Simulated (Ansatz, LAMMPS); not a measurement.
Random Si-Ge alloy, 4x4x4 cubic cells, lattice parameter by Vegard's rule

Cell 22.42 × 22.42 × 22.42 Å, Si275Ge237, 512 atoms. Prepared with Tersoff's 1989 multicomponent potential (SiCGe.tersoff) (LAMMPS): minimisation. 

These are PBE, support functions at accuracy medium on the grid of 370 eV (norm-conserving potentials; Ansatz, an electronic-structure program) values and carry that method's errors.

Basis: localised support functions (accuracy medium) on a full density matrix. k-points: zone centre alone; occupations: Fermi-Dirac, 0.020 eV; spin polarisation not allowed. No spin-orbit coupling.

```
Item                                                                                                      Value
--------------------------------------------  -----------------------------------------------------------------
energy over the perfect crystal(s), per atom                                                        19 meV/atom
Kohn-Sham gap of the cell on its k-mesh                                                                 0.57 eV
coordination (neighbours within 2.869 Å)                                                         100.0 % 4-fold
Ge-Ge bonds, mean ± spread                                                                      2.477 ± 0.008 Å
Ge-Si bonds, mean ± spread                                                                      2.431 ± 0.009 Å
Si-Si bonds, mean ± spread                                                                      2.384 ± 0.008 Å
bond angles, mean ± spread                                                                        109.5° ± 1.3°
pressure                                                                                              -0.51 GPa
cost of the final run                         about 18 core-minutes (a rough figure), 11 SCF iterations, 10 GiB
```
